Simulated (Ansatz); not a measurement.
The starting structures come from a database of crystals and need not be the phases stable at ambient conditions.

The decay constant κ of evanescent states in the gap governs leakage through a thin film.

Here is the system:

```
InKRb2F6
1.0
    6.57382     0.00000     0.00000
   -3.28691     5.69310     0.00000
    3.28691     1.89770     5.36750
K Rb In F
1 2 1 6
Direct
  0.00000   0.50000   0.50000
  0.50000   0.25000   0.25000
  0.50000   0.75000   0.75000
  0.00000   0.00000   0.00000
  0.00000   0.77341   0.22659
  0.00000   0.22659   0.77341
  0.00000   0.22659   0.22659
  0.00000   0.77341   0.77341
  0.54682   0.77341   0.22659
  0.45318   0.22659   0.77341
```

Space group of this cell: Fm-3m. The cell is taken as given; by PBEsol its mean pressure is -2.2 GPa.

Transport runs along the normal of the first two printed cell vectors, the (111) plane of the conventional cell.

The gap is the functional's own, uncorrected, and κ follows it; spin-orbit coupling is left out. Mid-gap values are interpolated between the computed energies.

Compute, with Ansatz (a program for electronic structure) with PBEsol, the band gap and the smallest decay constant κ at mid-gap.

Gap 5.21 eV on a 8×8×8 mesh; κ = 0.481 1/Å, at the zone centre.
